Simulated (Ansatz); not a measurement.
# O interstitial in corundum

The numbers are results of HSE06, PAW (plane waves to 420 eV; Ansatz, a program for electronic structure), not measurements. Cell and caveats: 120-site cell; lattice scaled to a tabulated measured volume, 8.49 Å³ a site; 2×2×2 Γ-centred k-points; start: void with 3O nearest; not converged in cell size; relaxed from one start, so a lower configuration may exist; atoms relaxed at one k-point.

Neighbours after relaxation, in Å: of the O atom: Al 1.86, Al 1.86, Al 1.90, Al 1.95, O 2.15, O 2.19, O 2.27.

The name describes the start; the neighbours show where the atoms ended.

| charge | moment (μB) | point group | largest move off a lattice site (Å) |
|---|---|---|---|
| −2 | not spin-polarised | C2 | 1.11 |

Point groups are those of the whole cell at tolerances of 0.03 and 0.1 Å ("near" where only the looser one holds); none is given for unsettled states.

No usable result was obtained for charge +1, 0, −1.
